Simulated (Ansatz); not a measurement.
Results of PBE0 (plane waves, PAW; Ansatz, an electronic-structure program) for pyrite PtAs2.

Numerical settings: plane-wave cutoff 460 eV, 4×4×4 k mesh, Fermi–Dirac smearing 0.01 eV, scalar-relativistic PAW data made under PBE.

Cell (relaxed at this level):

```yaml
crystal:
  lattice:
    - [5.97765, 0.00000, 0.00000]
    - [0.00000, 5.97765, 0.00000]
    - [0.00000, 0.00000, 5.97765]
  atoms:
    - { symbol: As, position: [0.61613, 0.88387, 0.11613] }
    - { symbol: As, position: [0.38387, 0.11613, 0.88387] }
    - { symbol: As, position: [0.88387, 0.11613, 0.61613] }
    - { symbol: As, position: [0.11613, 0.88387, 0.38387] }
    - { symbol: As, position: [0.11613, 0.61613, 0.88387] }
    - { symbol: As, position: [0.88387, 0.38387, 0.11613] }
    - { symbol: As, position: [0.38387, 0.38387, 0.38387] }
    - { symbol: As, position: [0.61613, 0.61613, 0.61613] }
    - { symbol: Pt, position: [0.00000, 0.50000, 0.50000] }
    - { symbol: Pt, position: [0.50000, 0.50000, 0.00000] }
    - { symbol: Pt, position: [0.50000, 0.00000, 0.50000] }
    - { symbol: Pt, position: [0.00000, 0.00000, 0.00000] }
```

Task: Estimate the band gap, smallest direct gap on the k points sampled and direct gap at Γ that the calculation returns.

Result: 
- band gap = 1.22 eV
- smallest direct gap on the k points sampled = 2.11 eV
- direct gap at Γ = 2.74 eV

Spin–orbit coupling is not included; with these elements it can move the gap by several tenths of an eV or more.

Computed values are for the static lattice.
